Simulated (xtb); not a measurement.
xtb 6.7.1, GFN2-xTB: Ca(SH)(acac)(OH2)2 (CC1=CC(C)=[O]->[Ca](<-[OH2])(<-[OH2])([SH])[O]1), 23 atoms. The geometry is a generated start, not checked to be a minimum at this level.

```json
{
 "method": "GFN2-xTB",
 "--acc": "1 (default)",
 "--etemp (K)": "300 (default)",
 "detailed input (--input)": "none: ANC optimiser, Lindh (1995) Hessian, microcycle=20, maxdispl=1.0, hlow=0.01 (default)",
 "basis_functions": "68",
 "valence_electrons": "64"
}
```

```xyz
23

Ca    -0.8592    -0.2117     1.2041
S      0.0191    -2.4518     2.1451
H     -0.1567    -2.1614     3.4295
C      0.1059    -1.2920    -2.7263
C      0.0458    -0.4361    -1.4801
C      1.1596     0.3510    -1.1726
C      1.2635     1.1914    -0.0620
C      2.5518     1.9631     0.1260
O      0.3588     1.3623     0.7997
O     -1.0133    -0.4881    -0.8010
H      0.9593    -1.0451    -3.3488
H      0.1741    -2.3368    -2.4224
H     -0.8143    -1.1693    -3.2950
H      2.0022     0.3094    -1.8460
H      3.1591     1.4377     0.8638
H      3.1151     2.0464    -0.7978
H      2.3308     2.9543     0.5188
O     -2.7793    -1.4660     1.3334
H     -2.1671    -2.1259     1.7288
H     -2.9327    -1.7978     0.4410
O     -2.1332     1.5176     2.0569
H     -2.9266     1.7044     1.5431
H     -1.4628     2.1445     1.7617
```

The structure is relaxed from this start with --opt LEVEL for the levels crude, sloppy, loose, lax, normal, tight, vtight, extreme, once each. Up to the end of the extreme run atoms move by at most 1.0 Å along an axis.

Task: Which level is enough to come within 5 meV of the tightest end point?

Result: normal: 36 cycles against 57, ending 0.43 meV above.

| level | cycles | energy above the extreme run (meV) | gradient norm (eV/Å) |
|---|---|---|---|
| crude | 1 | 58 | 0.12 |
| sloppy | 1 | 58 | 0.12 |
| loose | 1 | 58 | 0.12 |
| lax | 1 | 58 | 0.12 |
| normal | 36 | 0.43 | 0.041 |
| tight | 42 | 0.12 | 0.021 |
| vtight | 53 | under 0.01 | 0.0067 |
| extreme | 57 | — | 0.0012 |
